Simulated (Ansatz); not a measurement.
# Nb2AlB2 (model structure, started from the Fe2AlB2 type, Cmmm, No. 65, 5 atoms in the cell)

The numbers are results of LDA in Ansatz (PAW), not measurements.

Settings: plane-wave cutoff 520 eV, 18×18×18 k mesh, Fermi–Dirac smearing 0.05 eV, no spin polarisation, scalar-relativistic PAW data made under PBE.

Cell (relaxed at this level):

```
CELL_PARAMETERS angstrom
      1.55547    -5.74531     0.00000
      1.55547     5.74531     0.00000
      0.00000     0.00000     3.27260
ATOMIC_POSITIONS crystal
  Al 0.00000 0.00000 0.00000
  Nb 0.35827 0.64173 0.50000
  Nb 0.64173 0.35827 0.50000
  B  0.21069 0.78931 0.00000
  B  0.78931 0.21069 0.00000
```

```yaml
bulk modulus B0: 212 GPa
```

Note: the run has no spin polarisation, so it can have missed a magnetic state; the bulk modulus is −V dP/dV from two relaxed cells at ±2 % in volume; the relaxation could raise the start's symmetry but not lower it, so the cell can be a saddle point.

The result took around 10 core-minutes (rough).

A model structure was made by putting elements into a prototype or built by hand; it is no filed structure, need not be a known phase, and can be a saddle point held by its symmetry.

Ansatz is a quantum-chemistry and plane-wave program.
